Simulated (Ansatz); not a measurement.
Base system: CaO in the rock salt structure (space group Fm-3m, No. 225).

```cif
data_CaO
_chemical_formula_sum 'O1 Ca1'
_space_group_name_H-M_alt 'P 1'
_space_group_IT_number 1
_cell_length_a 3.41587
_cell_length_b 3.41587
_cell_length_c 3.41587
_cell_angle_alpha 60.000
_cell_angle_beta 60.000
_cell_angle_gamma 60.000
loop_
_space_group_symop_operation_xyz
  'x, y, z'
loop_
_atom_site_label
_atom_site_type_symbol
_atom_site_fract_x
_atom_site_fract_y
_atom_site_fract_z
_atom_site_occupancy
O1 O 0.00000 0.00000 0.00000 1
Ca1 Ca 0.50000 0.50000 0.50000 1
```

Calculations: PBE (Ansatz, a quantum-chemistry and plane-wave program, PAW, no spin-orbit coupling), earlier PAW set.

For the base:

- Band gap = 3.66 eV

The change: an isotropic linear strain of −4.13 %, atoms relaxed at fixed cell.

Question: Predict the new band gap.

Answer: The band gap falls by 0.063 eV (3.66 eV → 3.59 eV).

Question: What happens to the energy relative to the base?

Answer: The energy grows by 82 meV/atom.

No phonon test of stability was made.
